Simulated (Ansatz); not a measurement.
Structures of equal composition on the (111) surface of fcc Rh: a pseudomorphic layer of Nb in the host's stacking; a pseudomorphic layer of Nb in the other hollow. The slabs share one bottom face, and each structure is named by its start. These are constructed structures in small cells; real faces may alloy, dewet or reconstruct in larger ones, and not all known structures of the face are among them. Slabs of about 11 Å, Fermi-Dirac smearing of 0.1 eV. Bottom of the slabs: a bare face, its two planes held. Relaxed from the named starts with such symmetry as they have, on meshes of like density; energies extrapolated to zero smearing; spin only where a row says so; no spin-orbit coupling, no U. Brackets mark spin-polarised runs, whose order is one that fits the cell.

Computed with PBE (plane waves to 420 eV, PAW; Ansatz, an electronic-structure program).

Q: Put the candidates in order of energy per 1x1 cell, lowest first, for PBE.

A: a pseudomorphic layer of Nb in the other hollow (0.000 eV), a pseudomorphic layer of Nb in the host's stacking (0.041 eV)
